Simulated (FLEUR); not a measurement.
FLEUR run on AlV2C (P6_3/mmc, 8 atoms in the cell): self-consistent single point.

Level of theory: PBE, all-electron FLAPW (FLEUR), scalar-relativistic valence run with FLEUR.

The change in words: lattice scaled by 0.98. Reference geometry:
```
AlV2C
1.0
    2.87489     0.00000     0.00000
   -1.43745     2.48973     0.00000
    0.00000     0.00000    13.04716
Al V C
2 4 2
Direct
  0.33333   0.66667   0.25000
  0.66667   0.33333   0.75000
  0.33333   0.66667   0.58638
  0.66667   0.33333   0.41362
  0.66667   0.33333   0.08638
  0.33333   0.66667   0.91362
  0.00000   0.00000   0.00000
  0.00000   0.00000   0.50000
```

Reference input (self-consistent single point, DFT, PBE, all-electron FLAPW (FLEUR), scalar-relativistic valence): Kmax = 4.7 1/bohr; GmaxXC = 16.4 1/bohr; xcFunctional = pbe; jspins = 1; l_soc = F; mode = hist; fermiSmearingEnergy = 0.00367493 Htr; mesh (inpgen div1-3) = 11 11 2; inpgen gamma flag = true; Gmax = 16.4 1/bohr; numbands = 0; maxIterBroyd = 25. This run's input differs from it in these lines:

```diff
@@ -3,6 +3,6 @@
 &input film=f /
-1.0000000000 -0.0000000821 0.0000000000
--0.4999999289 0.8660254449 0.0000000000
-0.0000000000 0.0000000000 4.5383081018
-5.4327640744
+1.0000000000 -0.0000000709 0.0000000000
+-0.4999999386 0.8660254392 0.0000000000
+0.0000000000 0.0000000000 4.5383085811
+5.3241083057
 1.0 1.0 1.0
@@ -49,5 +49,5 @@
          <bravaisMatrix>
-            <row-1>    5.4327640743999996    -0.0000004460299305     0.0000000000000000</row-1>
-            <row-2>   -2.7163816509304741     4.7049119245689965     0.0000000000000000</row-2>
-            <row-3>    0.0000000000000000     0.0000000000000000    24.6555572140174988</row-3>
+            <row-1>    5.3241083057000003    -0.0000003774792789     0.0000000000000000</row-1>
+            <row-2>   -2.6620538259497502     4.6108132337922108     0.0000000000000000</row-2>
+            <row-3>    0.0000000000000000     0.0000000000000000    24.1624464104640921</row-3>
          </bravaisMatrix>
```

Output (repeated stretches shortened):

```
 Iteration:     1   Distance:      26.77367175 me/bohr^3
 Iteration:     2   Distance:      21.91212627 me/bohr^3
 Iteration:     3   Distance:       9.96251742 me/bohr^3
 Iteration:     4   Distance:       7.54268669 me/bohr^3
 Iteration:     5   Distance:       5.79571787 me/bohr^3
   [... 8 lines left out ...]
 Iteration:    14   Distance:       0.00038247 me/bohr^3
 Iteration:    15   Distance:       0.00009213 me/bohr^3
 Iteration:    16   Distance:       0.00005081 me/bohr^3
 Iteration:    17   Distance:       0.00000652 me/bohr^3
 Reset of history
 Run finished successfully
 Stop message:
   Structural relaxation: new displacements generated

[file out, last iteration]
             iter=     18
[...]
          total density-effective poten   -6.8924439088E+03
          total charge density-energy d   -2.3020682048E+02
 Updated energy parameters for spin:           1
[...]
 fermi energy and band-weighting factors:
    0.690000    0.692012    0.836998

[...]
FERMIE:
          first approx. to ef    (T=0)  :   0.457428 htr   (energy of the highest occ. eigenvalue)
          number of occ. states  (T=0)  :       1058
          first approx. to seigv (T=0)  : -27.789869 htr
          sum of weights of occ. states :  33.033058
          sum of semicore charge        :   0.000000 e
FERHIS:  Fermi-Energy by histogram:
          bandgap                     :   0.000897 htr
   [... lines left out ...]
          charge neutrality (T=0)     :   0.066116    (zero if the highest occ. eigenvalue is "entirely" occupied)
     EF_NEWTON:  Adjust Fermi-Energy by Newton-Method.
 Direct bandgap for spin            1 :    2.8620522565810380E-003  Htr
 ---->    free energy=                     -4359.2825463454 htr
   [... lines left out ...]
 TOTAL FORCE FOR ATOM TYPE=  1  X=  2.662   Y= -1.537   Z=  6.041
                       FX_TOT= 0.000000 FY_TOT= 0.000000 FZ_TOT= 0.000000
 TOTAL FORCE FOR ATOM TYPE=  2  X=  2.662   Y= -1.537   Z= -9.994
                       FX_TOT= 0.000000 FY_TOT= 0.000000 FZ_TOT= 0.011494
 TOTAL FORCE FOR ATOM TYPE=  3  X=  0.000   Y=  0.000   Z=  0.000
                       FX_TOT= 0.000000 FY_TOT= 0.000000 FZ_TOT= 0.000000
```

The run converged in 17 iterations. FLEUR gives forces in its relaxation mode, with a further iteration, so its stop message speaks of a relaxation. Against the reference run the free energy rises by 55.0 meV/atom and the largest force goes from 0.096 to 0.591 eV/Å.

The starting cell comes from a database of computed structures (which also holds hypothetical and non-ambient phases and stackings), without a prior relaxation at this level. Its lattice was rescaled by a random factor within 2.5 % of one. For this run, on top of that: lattice scaled by 0.98. Spin polarisation is off. Values depend on the basis (sphere radii, cutoffs, local orbitals), which need not be converged. The log's line on a gap gives a spacing of levels on this mesh, which the program prints for metals too.

Cost on one core of a shared machine: roughly 8 min.
